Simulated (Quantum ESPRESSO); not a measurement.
Input and output of a self-consistent single point for Mg2Sn (Fm-3m, 3 atoms in the cell) (Quantum ESPRESSO).

Computed with PBE, spin-orbit coupling, PseudoDojo fully relativistic norm-conserving (PBE) pseudopotentials (plane waves; Quantum ESPRESSO).

```xyz
3
Lattice="0.0000 3.3807 3.3807 3.3807 0.0000 3.3807 3.3807 3.3807 0.0000" Properties=species:S:1:pos:R:3 pbc="T T T"
Mg     1.6903     1.6903     1.6903
Mg     5.0710     5.0710     5.0710
Sn     0.0000     0.0000     0.0000
```

Reference input (self-consistent single point, DFT, PBE, plane waves, SSSP 1.1.2 efficiency (PBE) pseudopotentials): ecutwfc = 40 Ry; ecutrho = 320 Ry; occupations = smearing; smearing = fd; degauss = 0.00147 Ry; potentials = {Mg: Mg.pbe-n-kjpaw_psl.0.3.0.UPF, Sn: Sn_pbe_v1.uspp.F.UPF}; K_POINTS = automatic 9 9 9 0 0 0; conv_thr = 1e-10 Ry. This run's input differs from it in these lines:

```diff
@@ -12,4 +12,3 @@
   ntyp = 2
-  ecutwfc = 40
-  ecutrho = 320
+  ecutwfc = 85
   occupations = 'smearing'
@@ -17,2 +16,4 @@
   degauss = 0.00147
+  noncolin = .true.
+  lspinorb = .true.
 /
@@ -22,4 +23,4 @@
 ATOMIC_SPECIES
-Mg    24.3050  Mg.pbe-n-kjpaw_psl.0.3.0.UPF
-Sn   118.7100  Sn_pbe_v1.uspp.F.UPF
+Mg    24.3050  Mg.upf
+Sn   118.7100  Sn.upf
 CELL_PARAMETERS angstrom
```

The program printed (abridged):

```
     Self-consistent Calculation

     iteration #  1     ecut=    85.00 Ry     beta= 0.70

     Threshold (ethr) on eigenvalues was too large:
     Diagonalizing with lowered threshold

     total energy              =    -395.19800143 Ry
     estimated scf accuracy    <       0.07545532 Ry

     iteration #  2     ecut=    85.00 Ry     beta= 0.70

     total energy              =    -395.21116475 Ry
     estimated scf accuracy    <       0.00729926 Ry

     iteration #  3     ecut=    85.00 Ry     beta= 0.70

     total energy              =    -395.21305410 Ry
     estimated scf accuracy    <       0.00055759 Ry

   [... 3 blocks of this kind left out ...]

     iteration #  7     ecut=    85.00 Ry     beta= 0.70

     total energy              =    -395.21311948 Ry
     estimated scf accuracy    <          2.0E-09 Ry

     iteration #  8     ecut=    85.00 Ry     beta= 0.70
     End of self-consistent calculation

     the Fermi energy is     7.1166 ev

!    total energy              =    -395.21311948 Ry
     estimated scf accuracy    <          7.0E-11 Ry
     smearing contrib. (-TS)   =      -0.00003134 Ry
     internal energy E=F+TS    =    -395.21308814 Ry

     convergence has been achieved in   8 iterations

     Forces acting on atoms (cartesian axes, Ry/au):

     atom    1 type  1   force =     0.00000000    0.00000000    0.00000000
   [... zero for the other atoms too ...]

     Total force =     0.000000     Total SCF correction =     0.000000

          total   stress  (Ry/bohr**3)                   (kbar)     P=       10.72
   0.00007285   0.00000000   0.00000000           10.72        0.00        0.00
   0.00000000   0.00007285   0.00000000            0.00       10.72        0.00
   0.00000000   0.00000000   0.00007285            0.00        0.00       10.72

   JOB DONE.
```

The run converged in 8 iterations. Against the reference run the pressure goes from 0.91 to 1.07 GPa.

The starting cell has typed, rounded lattice constants, without a prior relaxation at this level. Its lattice was rescaled by a random factor within 2.5 % of one.

Cost on one core of a shared machine: roughly 4 min.
